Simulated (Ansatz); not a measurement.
**A computed series for hypothetical zinc blende HgO: pressure series**

Take HgO in the zinc blende structure (space group F-43m, No. 216; a = 5.196 Å; a hypothetical phase, not in the database extracts checked) as the base.

Cell and atoms are relaxed at each pressure.

The values are results of Ansatz (a first-principles code), PBEsol, PAW, cutoff 420 eV, scalar-relativistic without spin-orbit coupling, earlier PAW set, not measurements.

```
pressure (GPa)  volume per atom (Å³/atom)
--------------  -------------------------
-2                                 17.932
-1                                 17.728
0                                  17.537
0.9                                     ?
4.5                                16.804
9                                  16.217
15                                 15.581
22.5                               14.942
30                                 14.418
```

**Question.** Fit the third-order Birch–Murnaghan form P(V) = (3B₀/2)[(V₀/V)^(7/3) − (V₀/V)^(5/3)]·[1 + (3/4)(B₀′ − 4)((V₀/V)^(2/3) − 1)] (squares taken in P) to the rows shown and predict the withheld row.

**Answer.** Least squares on the printed values gives V₀ = 17.537 Å³/atom, B₀ = 95.1 GPa, B₀′ = 4.8; this predicts 17.376 Å³/atom, and the run gives 17.375 Å³/atom, in agreement.

Load acts through the strain it causes; cell and atoms are relaxed under it. Whether these cells are dynamically stable was not tested. No other phases were tried under pressure. The final runs are not spin-polarised.
